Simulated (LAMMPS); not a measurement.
Pressure dependence of Nb (bcc) at 1650 K, from the crystal.

Method: classical MD, pair style meam, file library.meam (library.meam-Nb), run in LAMMPS.

```json
[
 {"P (GPa)": "0", "state": "crystal; no diffusion seen in 30 ps", "volume": "18.943 ± 0.003 Å³/atom", "coordination number": "14.0 (counted to 4.02 Å)"},
 {"P (GPa)": "2", "state": "crystal; no diffusion seen in 30 ps", "volume": "18.6637 ± 0.0007 Å³/atom", "coordination number": "14.0 (counted to 4.02 Å)"},
 {"P (GPa)": "5", "state": "crystal; no diffusion seen in 30 ps", "volume": "18.2833 ± 0.0006 Å³/atom", "coordination number": "14.0 (counted to 3.98 Å)"}
]
```

Caution: the potential MEAM library.meam-Nb is a first-neighbour MEAM set with a 4 Å cutoff, used here without a parameter file and away from the static properties it was fitted to.

Caution (rows 2; 5): a run this short can hold a crystal over, or a liquid under, the potential's own melting point, which these runs don't give.

Estimate the isothermal bulk modulus at zero pressure. A parabola P(ln V) through the three points gives −dP/d ln V = 130 GPa at zero pressure.

States go by the mean squared displacement: a species diffuses where it passes 1.5 Å², still rises and gives D over 1e-6 cm²/s; a crystal has left its structure where atoms lie 0.35 Å off their sites on average or a cubic box changes its shape by 3 %, or the axial ratios of another lie 8 % off the starting cell's, which the potential's own relaxation can also do.

Errors shown are sampling errors alone.
